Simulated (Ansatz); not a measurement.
Base system: SiO2 in the rutile structure (space group P4_2/mnm, No. 136; a = 4.155 Å, c = 2.661 Å). Axes: x, y, z lie along a, b, c of the conventional cell.

Structures relaxed with DFT with LDA, PAW potentials and a 420 eV plane-wave cutoff in Ansatz (a program for electronic structure), scalar-relativistic without spin-orbit coupling.

Base:

Simulated powder pattern, Cu Kα, λ = 1.54184 Å (kinematic, ideal powder, no thermal factors, no anomalous dispersion; the 14 strongest lines at most, above 2 %, up to 2θ = 90°):

```tsv
2θ (°)	I/Imax (%)	hkl
30.43	100	(110)
40.24	26	(101)
46.01	41	(111)
49.03	15	(210)
60.80	61	(211)
63.31	21	(220)
70.81	11	(002)
71.85	6.6	(310)
77.73	28	(301)
78.99	11	(112)
81.74	2.4	(311)
```

Perturbation: biaxial strain −0.60 %, plane normal [001], relaxed out of plane (Cartesian); in-plane vectors clamped, the third vector and the atoms free.

After the change:

Simulated powder pattern, Cu Kα, λ = 1.54184 Å (kinematic, ideal powder, no thermal factors, no anomalous dispersion; the 14 strongest lines at most, above 2 %, up to 2θ = 90°):

| 2θ (°) | I/Imax (%) | hkl |
|---|---|---|
| 30.61 | 100 | (110) |
| 40.22 | 26 | (101) |
| 46.06 | 42 | (111) |
| 49.34 | 15 | (210) |
| 61.00 | 61 | (211) |
| 63.74 | 21 | (220) |
| 70.55 | 11 | (002) |
| 72.35 | 6.7 | (310) |
| 78.11 | 28 | (301) |
| 78.83 | 11 | (112) |
| 82.16 | 2.5 | (311) |

The indices refer to the base's conventional cell; one index is shown for lines that coincide.

Stability against distortions was not tested.
